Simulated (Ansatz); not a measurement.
Worked example: self-consistent single point of AuAl2 (Fm-3m, 3 atoms in the cell) in Ansatz (a quantum-chemistry and plane-wave program)

Method: PBE (plane waves, PAW; Ansatz).

Input:

Ansatz 0.2 input:
```yaml
# AuAl2
crystal:
  lattice:
    - [0.00000000, 3.01500000, 3.01500000]
    - [3.01500000, 0.00000000, 3.01500000]
    - [3.01500000, 3.01500000, 0.00000000]
  atoms:
    - { symbol: Al, position: [0.25000000, 0.25000000, 0.25000000] }
    - { symbol: Al, position: [0.75000000, 0.75000000, 0.75000000] }
    - { symbol: Au, position: [0.00000000, 0.00000000, 0.00000000] }
basis:
  ecutwfc: 30.9 Ry
kpoints:
  mp_grid: { grid: [10, 10, 10] }
hamiltonian:
  xc: pbe
  pseudopotentials: { kind: paw }
scf:
  occupations: { method: fermi_dirac, width: 0.0073 Ry }
output:
  forces: true
  eigenvalues: true
  stress: true
```

Log, with long lists cut:

```
WARN ansatz: RAYON_NUM_THREADS=1 ignored (pool sized by the plan → 1); use --threads N
Pseudopotentials: kind: paw
Pseudopotential: Al, paw, valence charge 3
Pseudopotential: Au, paw, valence charge 19
Crystal: 3 atoms, lattice volume = 54.814 Å³
Basis set: ecut = 420.4159175005146 eV, 1067 PW (Γ), exchange–correlation on 60×60×60 points (8 copies of the dense FFT grid, shifted against one another)
Bands: 17, of which v1, the nominal top of the filled ones, is band 13 counted from 1 (12 counted from 0)
Symmetry: 48 space group operations
Space group: Fm-3m (ITA 225), of the structure as read, at distance tolerance 3.8e-5 Å
k-points: 47 of 1000
Initial density: superposition of atomic densities (neutral atoms: chi_scale 0, normalization atom), corrected by the library's trained network
Initial wavefunctions: pseudopotential atomic-orbital guess
Eigensolver: davidson
Functional: x = pbe(κ = 0.804, μ = 0.2195149727645171), c = pbe(β = 0.06672455060314922)
SCF iter   1: F=—  HF=-14225.645076 eV  |F-HF|=—  |Δ(HF+E_count)|=         —  Δρ=2.61e-3  dr2=3.46e-3  ethr=1.77e-3  ⟨swp⟩=5.2  Hψ=4012  notcnv=0
all-band conjugate gradients solve this SCF's bands
preconditioner: auto → Kerker (q_TF=auto, 2.394 Å⁻¹)
SCF iter   2: F=—  HF=-14225.645557 eV  |F-HF|=—  |Δ(HF+E_count)|=   4.81e-4  Δρ=1.19e-3  dr2=7.82e-4  ethr=1.38e-5  ⟨swp⟩=2.2  Hψ=1481  notcnv=0
SCF iter   3: F=—  HF=-14225.645929 eV  |F-HF|=—  |Δ(HF+E_count)|=   3.72e-4  Δρ=6.24e-4  dr2=2.85e-4  ethr=3.13e-6  ⟨swp⟩=1.1  Hψ=805  notcnv=0
SCF iter   4: F=—  HF=-14225.646114 eV  |F-HF|=—  |Δ(HF+E_count)|=   1.86e-4  Δρ=1.39e-4  dr2=1.89e-5  ethr=1.14e-6  ⟨swp⟩=2.0  Hψ=1130  notcnv=0
SCF iter   5: F=—  HF=-14225.646085 eV  |F-HF|=—  |Δ(HF+E_count)|=   2.96e-5  Δρ=5.01e-5  dr2=2.58e-6  ethr=7.56e-8  ⟨swp⟩=2.0  Hψ=1144  notcnv=0
SCF iter   6: F=—  HF=-14225.646086 eV  |F-HF|=—  |Δ(HF+E_count)|=   8.59e-7  Δρ=1.35e-5  dr2=1.03e-7  ethr=4.00e-10  ⟨swp⟩=4.1  Hψ=4014  notcnv=0
SCF iter   7: F=-14225.646086 eV  HF=-14225.646086 eV  |F-HF|=1.22e-10  |Δ(HF+E_count)|=   1.84e-8  Δρ=1.35e-6  dr2=7.25e-10  ethr=4.00e-10  ⟨swp⟩=4.0  Hψ=2537  notcnv=0
SCF 1 converged in 7 iterations: F = -14225.646086 eV  dr2 = 7.25e-10
SCF converged after 7 iterations
Free energy (F): -14225.646086 eV
Harris-Foulkes:  -14225.646086 eV  (|F-HF|=1.22e-10)
Internal energy: -14225.618505 eV  (E = F + TS)
E sigma→0 (E₀):  -14225.632295 eV
Entropy (-TS):   -0.027581 eV (-9.194 meV/atom)
Fermi energy:    11.043569 eV
--- Per-component energies (eV) ---
  E_band       = -378.396196
  E_kinetic    = 649.556810
  E_local      = -2983.085767  (includes V_loc(G=0)·N_el)
  E_nonlocal   = 88.493887
  E_hartree    = 1283.412954
  E_xc         = -309.216911
  E_vxc        = -335.621349  (∫ρ·V_xc dr)
  E_paw        = -10638.277544  (= ΣΔE_a)
  E_vpaw       = -364.568440  (= ΣTr[D̂ρ^β])
  E_aug_tail   = 0.001415  (compensation charges beyond the density's cutoff)
  E_ewald      = -2316.503348
  E_smearing   = -0.027581  (= −TS)
  E_closure    = -0.000000  (closes the sum)
  Σ components = -14225.646086   (vs F -14225.646086, Δ=0.00e0)
--- Forces (eV/Å), atoms counted from 1 ---
  atom   1  Al     0.00000000     0.00000000    -0.00000000
   [... zero for the other atoms too ...]
  max |Σ_I F_I| component: 4.63e-17 eV/Å
--- Stress (GPa, compression-positive) ---
        1.720143      -0.000000       0.000000
       -0.000000       1.720143      -0.000000
        0.000000      -0.000000       1.720143
  P = ⅓ Tr σ = 1.7201 GPa (17.201 kbar)
  The stress holds the Pulay correction. Without it, at fixed plane waves, as pw.x and ABINIT print it: P = 1.6694 GPa
--- Band table (eV; the first three rows and the last of 47) ---
  k-point 0: bands = ["-96.0860", "-47.4715", "-47.4715", "-47.4715", "0.6049", "4.5365", "4.5365", "4.5365", "5.4782", "5.4782", "13.1825", "13.9915", "13.9915", "13.9915", "14.8972", "14.8972", "14.8972"]
  k-point 1: bands = ["-96.0860", "-47.4716", "-47.4715", "-47.4715", "0.7346", "4.4928", "4.5690", "4.5690", "5.4714", "5.4714", "12.1199", "13.4097", "13.4772", "13.4772", "15.4454", "15.4454", "16.0281"]
  k-point 2: bands = ["-96.0860", "-47.4718", "-47.4716", "-47.4716", "1.1132", "4.3915", "4.6482", "4.6482", "5.4668", "5.4668", "10.0330", "12.7379", "12.7379", "13.6230", "15.5527", "15.5527", "15.8580"]
  k-point 46: bands = ["-96.0860", "-47.4723", "-47.4721", "-47.4719", "3.9899", "4.2102", "4.5789", "5.1394", "5.3328", "5.9107", "6.6011", "7.5337", "8.8936", "14.2928", "15.2752", "15.9754", "17.3730"]
```

The run converged in 7 iterations.

The starting cell has typed, rounded lattice constants, without a prior relaxation at this level. Its lattice was rescaled by up to half a per cent. Spin-orbit coupling is off. Ansatz's pressure includes its estimate of the finite-basis (Pulay) stress.
